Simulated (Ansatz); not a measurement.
# Pressure series in Ag

The parent structure is Ag in the fcc (Cu type) structure (space group Fm-3m, No. 225; a = 4.054 Å).

Cell and atoms are relaxed at each pressure.

Computed with PBEsol in Ansatz (plane waves to 420 eV, PAW, no SOC).

Notes on the quantities. enthalpy: H = E + PV relative to the base's energy.

| change | enthalpy | lattice parameter a |
|---|---|---|
| base | – | 4.054 Å |
| pressure −2 GPa | -0.21 eV/atom | 4.078 Å |
| pressure −1 GPa | -0.10 eV/atom | 4.066 Å |
| pressure 1.8 GPa | +0.19 eV/atom | (withheld) |
| pressure 4.2 GPa | +0.43 eV/atom | 4.011 Å |
| pressure 9 GPa | +0.91 eV/atom | (withheld) |
| pressure 18 GPa | +1.76 eV/atom | (withheld) |
| pressure 30 GPa | +2.85 eV/atom | 3.843 Å |
| pressure 45 GPa | +4.15 eV/atom | 3.781 Å |
| pressure 60 GPa | +5.39 eV/atom | 3.730 Å |

### Question
What belongs in the blanks?

### Answer

- pressure 1.8 GPa, lattice parameter a: 4.035 Å
- pressure 9 GPa, lattice parameter a: 3.970 Å
- pressure 18 GPa, lattice parameter a: 3.907 Å

Load acts through the strain it causes; cell and atoms are relaxed under it. Stability against distortions was not tested. No other phases were tried under pressure.

Ansatz is a program for electronic structure.
